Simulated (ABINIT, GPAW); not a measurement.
An ABINIT input for a self-consistent single point of MgS (Fm-3m, 2 atoms in the cell) (DFT, PBE, plane waves, norm-conserving pseudopotentials (PseudoDojo nc-sr-05 PBE standard)):

```
# MgS, PseudoDojo nc-sr-05 PBE standard
pp_dirpath "./"
pseudos "Mg.upf, S.upf"
acell 6.8963251299 6.8963251299 6.8963251299
rprim
        -0.0000000000    0.7071067812    0.7071067812
         0.7071067812    0.0000000000    0.7071067812
         0.7071067812    0.7071067812    0.0000000000
natom 2
ntypat 2
znucl 12 16
typat 1 2
xred
         0.0000000000    0.0000000000    0.0000000000
         0.5000000000    0.5000000000    0.5000000000
ecut 42
occopt 3
tsmear 0.00036749
nband 13
kptopt 1
ngkpt 9 9 9
nshiftk 1
shiftk 0 0 0
nstep 80
tolvrs 1.0e-10
prtwf 0
prtden 0
```

### Question
Translate this input to GPAW.

### Answer
One input that does it (others would too):

```python
from ase import Atoms
from ase.units import GPa
from gpaw import GPAW, PW, FermiDirac

atoms = Atoms(['Mg', 'S'],
              cell=[[0.000000, 2.580500, 2.580500],
                    [2.580500, 0.000000, 2.580500],
                    [2.580500, 2.580500, 0.000000]],
              scaled_positions=[[0.000000, 0.000000, 0.000000],
                                [0.500000, 0.500000, 0.500000]],
              pbc=True)

calc = GPAW(mode=PW(800),
            xc='PBE',
            kpts=(9, 9, 9),
            occupations=FermiDirac(0.01),
            nbands=-8,
            convergence={'forces': 0.001, 'bands': -6},
            symmetry={'symmorphic': False, 'tolerance': 0.0005},
            maxiter=150,
            txt='-')

atoms.calc = calc

energy = atoms.get_potential_energy()
print('Energy (eV):', round(energy, 6))
forces = atoms.get_forces()
print('Forces (eV/Ang):')
print(forces.round(5))
stress = atoms.get_stress()
print('Stress (GPa, Voigt):', (stress / GPa).round(4))
```

Basis settings and potentials, where a program has them, do not carry over. This input uses DFT PBE, plane waves, GPAW PAW datasets PBE (gpaw-data 1.0.1). Both were run: pressure 3.23 GPa in ABINIT and 3.08 in GPAW; gap on the mesh 2.969 eV in ABINIT and 2.976 in GPAW.

On GPAW: the starting cell has typed, rounded lattice constants, without a prior relaxation at this level. Its lattice was rescaled by a random factor within 2.5 % of one. With a pressure of about 3 GPa the cell is away from its equilibrium volume at this level. Another mesh or the band path of this cell gives a smaller gap, so this value is not converged in the mesh.

On ABINIT: the starting cell has typed, rounded lattice constants, without a prior relaxation at this level. Its lattice was rescaled by a random factor within 2.5 % of one. With a pressure of about 3 GPa the cell is away from its equilibrium volume at this level.
